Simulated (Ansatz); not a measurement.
**Effect of isotropic strain −1.16 % on ZrSi2**

The reference is ZrSi₂ (space group Cmcm, No. 63; a = 3.675 Å, b = 14.571 Å, c = 3.656 Å).

Perturbation: an isotropic linear strain of −1.16 %, atoms relaxed at fixed cell.

Computed with PBEsol (Ansatz, an electronic-structure program), spin-orbit coupling left out, earlier PAW set. Settings: 13×13×13 k-points, 0.05 eV Fermi–Dirac smearing.

- Volume per atom: 15.75 Å³ (base 16.32 Å³)
- Space group: Cmcm (No. 63) (base Cmcm (No. 63))
- Shortest interatomic distance: 2.394 Å (base 2.412 Å)
- Energy relative to the base (free energy F): +8.8 meV/atom
- Band gap: zero (base zero)

Final structure:

```
CELL_PARAMETERS angstrom
      1.81611    -7.20113     0.00000
      1.81611     7.20113     0.00000
      0.00000     0.00000     3.61384
ATOMIC_POSITIONS crystal
  Si 0.94548 0.05452 0.75000
  Si 0.05452 0.94548 0.25000
  Si 0.24984 0.75016 0.75000
  Si 0.75016 0.24984 0.25000
  Zr 0.60443 0.39557 0.75000
  Zr 0.39557 0.60443 0.25000
```

Stability against distortions was not tested. The final runs are not spin-polarised.
